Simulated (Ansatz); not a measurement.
Base system: SnSe₂ in the CdI2 type structure (space group P-3m1, No. 164; layered, stacked along the Cartesian z axis).

```
SnSe2
1.0
    3.82584     0.00000     0.00000
   -1.91292     3.31327     0.00000
    0.00000     0.00000     6.23092
Sn Se
1 2
Direct
  0.00000   0.00000   0.00000
  0.33333   0.66667   0.25294
  0.66667   0.33333   0.74706
```

Cartesian axes are those of the cell as printed.

All numbers come from r2SCAN+rVV10/PAW in Ansatz (a first-principles code), scalar-relativistic without spin-orbit coupling.

It is then changed as follows: uniaxial strain ε_yy = +1.69 %, all other strain components held at zero, atoms relaxed at fixed cell.

**Question.** Predict the stress tensor and what it implies for the stiffness.

**Answer.** Stress of the strained cell less that of the base (GPa, compression positive):
```
  -0.48    0.00    0.00
   0.00   -1.79   -0.01
   0.00   -0.01   -0.22
```

Then −Δσ_ii/ε with ε = 0.0169 gives secant stiffness values (nonlinear terms included at this strain): C22 ≈ 106 GPa and C12 ≈ 28 GPa.

No phonon test of stability was made.
